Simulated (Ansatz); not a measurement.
# BeCl2 under a change: strain tensor (xx, yy, zz, yz, xz, xy) = (+0.50, +0.31, −0.43, +0.12, +0.05, −1.41) %

Consider BeCl2 (space group Ibam, No. 72; a = 5.674 Å, b = 10.537 Å, c = 5.197 Å; made of chains). Axes: x, y, z lie along a, b, c of the conventional cell.

Now apply this change: strain tensor (xx, yy, zz, yz, xz, xy) = (+0.50, +0.31, −0.43, +0.12, +0.05, −1.41) %, atoms relaxed at fixed cell.

All numbers come from PBEsol/PAW in Ansatz (a quantum-chemistry and plane-wave program), no SOC. Γ-centred 9×9×9 mesh, Fermi–Dirac width 0.05 eV.

The volume per atom increases by 0.09 Å³ to 25.99 Å³ and the space group changes from Ibam (No. 72) to P-1 (No. 2). The shortest interatomic distance stays essentially unchanged (2.022 Å against 2.021 Å) and the energy hardly moves. The pressure (mean of the normal stresses, compression positive) goes from zero to 0.08 GPa and the band gap stays essentially unchanged (6.30 eV against 6.31 eV). The gap character is indirect, X → Γ and the largest internal atomic displacement is 0.026 Å. The stress (xx, yy, zz, yz, xz, xy; compression positive) comes out as (0.00, 0.00, 0.24, 0.00, 0.00, 0.02) GPa.

Final structure:

```
BeCl2
1.0
   -2.92406     5.32770     2.59245
    2.92666    -5.32146     2.58265
    2.77602     5.24174    -2.57981
Be Cl
2 4
Direct
  0.25002   0.25001   0.99999
  0.74998   0.74999   0.00001
  0.60245   0.31041   0.91344
  0.39755   0.68959   0.08656
  0.89556   0.80514   0.69928
  0.10444   0.19486   0.30072
```

Whether these cells are dynamically stable was not tested. No dispersion term is included in the PBEsol runs. k-point labels follow each cell's own Brillouin zone.
